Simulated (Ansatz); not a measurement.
LaN (model structure, started from the zincblende type, F-43m, No. 216, 2 atoms in the cell) was calculated with dielectric-dependent PBEsol hybrid (Ansatz, a first-principles code, PAW).

Numerical settings: plane-wave cutoff 460 eV, 8×8×8 k mesh, Fermi–Dirac smearing 0.01 eV, scalar-relativistic PAW data made under PBE.

Cell (relaxed with PBEsol):

```cif
data_La4N4
_chemical_formula_sum 'N4 La4'
_space_group_name_H-M_alt 'F-43m'
_space_group_IT_number 216
_space_group_name_Hall 'F -4 2 3'
_cell_length_a 5.54645
_cell_length_b 5.54645
_cell_length_c 5.54645
_cell_angle_alpha 90.000
_cell_angle_beta 90.000
_cell_angle_gamma 90.000
loop_
_atom_site_label
_atom_site_type_symbol
_atom_site_symmetry_multiplicity
_atom_site_Wyckoff_symbol
_atom_site_fract_x
_atom_site_fract_y
_atom_site_fract_z
_atom_site_occupancy
N1 N 4 c 0.25000 0.25000 0.25000 1
La1 La 4 a 0.00000 0.00000 0.00000 1
```
(The calculation used a cell of 2 atoms; values per cell refer to that cell.)

Problem. Predict the band gap, smallest direct gap on the k points sampled and direct gap at Γ.

Solution. 
- band gap: 1.86 eV (on the SCF k mesh)
- smallest direct gap on the k points sampled: 2.99 eV
- direct gap at Γ: 4.08 eV

Note: the relaxation could raise the start's symmetry but not lower it, so the cell can be a saddle point.

Spin–orbit coupling is not included.

Cost on a shared machine: around 3 core-minutes (rough).

A model structure was made by putting elements into a prototype or built by hand; it is no filed structure, need not be a known phase, and can be a saddle point held by its symmetry.
